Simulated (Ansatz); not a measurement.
O interstitial in monoclinic HfO2 (start: void with 3O nearest, no. 1; 96-site cell, 2×2×2 shifted sampling). These are PBE, PAW (plane waves to 420 eV; Ansatz, a quantum-chemistry and plane-wave program) values and carry that method's errors. Total energies of the localised charge states, counted from that of charge +1, and their image corrections (point charge with alignment); the host's valence-band maximum lies at 13.691 eV on the cells' energy zero and its gap is 4.04 eV.

```
charge         moment (μB)  E − E(first) (eV)  correction (eV)
------  ------------------  -----------------  ---------------
+1                     1.0              0.000            0.172
0                      0.0             13.991            0.000
−1                     1.0             29.350            0.004
−2      not spin-polarised             43.959            0.150
```

Question: Derive the transition levels above the valence-band maximum and say which of them are thermodynamic.

Answer: A level is the Fermi energy at which two charges have equal formation energy: ε(q/q′) = [E(q′) + corr(q′) − E(q) − corr(q)] / (q − q′) − E_VBM.
ε(+1/0) = [(13.991 + 0.000) − (0.000 + 0.172)] / 1 − 13.691 = 0.13 eV
ε(0/−1) = [(29.350 + 0.004) − (13.991 + 0.000)] / 1 − 13.691 = 1.67 eV
ε(−1/−2) = [(43.959 + 0.150) − (29.350 + 0.004)] / 1 − 13.691 = 1.06 eV
Charge −1 lies above the lower envelope where its neighbours cross, so the level that counts is ε(0/−2) = [(43.959 + 0.150) − (13.991 + 0.000)] / 2 − 13.691 = 1.37 eV.
Thermodynamic levels at least 0.1 eV inside the gap: (+1/0) at 0.13 eV; (0/−2) at 1.37 eV. They hold to tenths of an eV in this cell. Charges with a result: +1, 0, −1, −2. Others weren't obtained, and one of them could lie lower, also by skipping a charge. The geometries come from one start. Flagged in the runs: a host whose relaxation on this sampling wasn't shown to rest.
